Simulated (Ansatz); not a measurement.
The starting structures come from a database of crystals and need not be the phases stable at ambient conditions.

The decay constant κ of evanescent states in the gap governs leakage through a thin film.

Input:

```
LiTaO3
1.0
    4.92779     0.00000     0.00000
    0.00000     6.41438     0.00000
    0.00000     0.00000     8.29193
Li Ta O
4 4 12
Direct
  0.00000   0.50000   0.00000
  0.50000   0.00000   0.00000
  0.50000   0.00000   0.50000
  0.00000   0.50000   0.50000
  0.53779   0.31283   0.25000
  0.46221   0.68717   0.75000
  0.03779   0.18717   0.75000
  0.96221   0.81283   0.25000
  0.68792   0.03406   0.25000
  0.31208   0.96594   0.75000
  0.18792   0.46594   0.75000
  0.81208   0.53406   0.25000
  0.18197   0.81795   0.08047
  0.81803   0.18205   0.91953
  0.68197   0.68205   0.91953
  0.31803   0.31795   0.08047
  0.31803   0.31795   0.41953
  0.68197   0.68205   0.58047
  0.81803   0.18205   0.58047
  0.18197   0.81795   0.41953
```

Space group of this cell: Pnma. The cell is strained (lengths along the current scaled by 0.97, ions clamped).

Transport runs along the normal of the first two printed cell vectors.

No gap correction and no spin-orbit coupling; mid-gap values are interpolated between computed energies.

Q: State the band gap and the smallest decay constant κ at mid-gap according to PBEsol (Ansatz, a program for electronic structure).

A: Gap 3.63 eV on a 6×6×4 mesh; κ = 0.467 1/Å, at (0.167, 0.000) of the in-plane reciprocal vectors. At the zone centre, at the nearest computed energy, the slowest state has κ = 0.52 1/Å.
